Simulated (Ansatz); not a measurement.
The starting structures come from a database of crystals and need not be the phases stable at ambient conditions.

**Evanescent states of SrCuSeF (P4/nmm, not sure to be the ambient phase, 8 atoms a cell, 18.6 Å³ an atom, -2 GPa at this level) along the normal of (110)**

The numbers are results of r2SCAN (plane waves, PAW; Ansatz, an electronic-structure program), not measurements.

The gap is the functional's own, uncorrected, and κ follows it; spin-orbit coupling is left out. Mid-gap values are interpolated between the computed energies.

Energies count from the valence-band top; κ is the least over a 6×4 mesh across the current.

| E (eV) | κ (1/Å) | where |
|---|---|---|
| 0.04 | 0.074 | Γ |
| 0.14 | 0.120 | Γ |
| 0.23 | 0.145 | Γ |
| 0.32 | 0.161 | Γ |
| 0.41 | [?] | Γ |
| 0.49 | [?] | Γ |
| 0.58 | [?] | Γ |
| 0.68 | [?] | Γ |
| 0.77 | [?] | Γ |
| 0.85 | [?] | Γ |
| 0.94 | [?] | Γ |
| 1.03 | [?] | Γ |
| 1.12 | [?] | Γ |
| 1.22 | [?] | Γ |
| 1.30 | 0.138 | Γ |
| 1.40 | 0.122 | Γ |
| 1.49 | 0.101 | Γ |
| 1.57 | 0.071 | Γ |

Problem. Some entries are withheld; supply them.

Solution. 
- 0.41, κ (1/Å): 0.172
- 0.49, κ (1/Å): 0.179
- 0.58, κ (1/Å): 0.183
- 0.68, κ (1/Å): 0.184
- 0.77, κ (1/Å): 0.183
- 0.85, κ (1/Å): 0.181
- 0.94, κ (1/Å): 0.176
- 1.03, κ (1/Å): 0.170
- 1.12, κ (1/Å): 0.162
- 1.22, κ (1/Å): 0.151
